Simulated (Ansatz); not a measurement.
Base system: AlN in the wurtzite structure (space group P6_3mc, No. 186).

```xyz
4
Lattice="3.1138 0.0000 0.0000 -1.5569 2.6966 0.0000 0.0000 0.0000 4.9836" Properties=species:S:1:pos:R:3 pbc="T T T"
Al     0.0000     1.7978     4.9657
Al     1.5569     0.8989     2.4739
N      0.0000     1.7978     1.8857
N      1.5569     0.8989     4.3775
```

Cartesian axes are those of the cell as printed.

Computed with PBEsol, PAW, 420 eV (Ansatz, a quantum-chemistry and plane-wave program; no spin-orbit coupling).

Before the change:

The gap character is direct at Γ.

Now apply this change: strain tensor (xx, yy, zz, yz, xz, xy) = (+2.47, −0.08, −0.04, +0.50, +0.34, +0.81) %; the atoms relax in the strained cell.

Problem. What happens to the gap character?

Solution. The gap character remains direct at Γ.

Problem. Estimate the effect on the energy relative to the base.

Solution. The energy goes up by 8.6 meV/atom.

Whether these cells are dynamically stable was not tested. k-point labels follow each cell's own Brillouin zone.
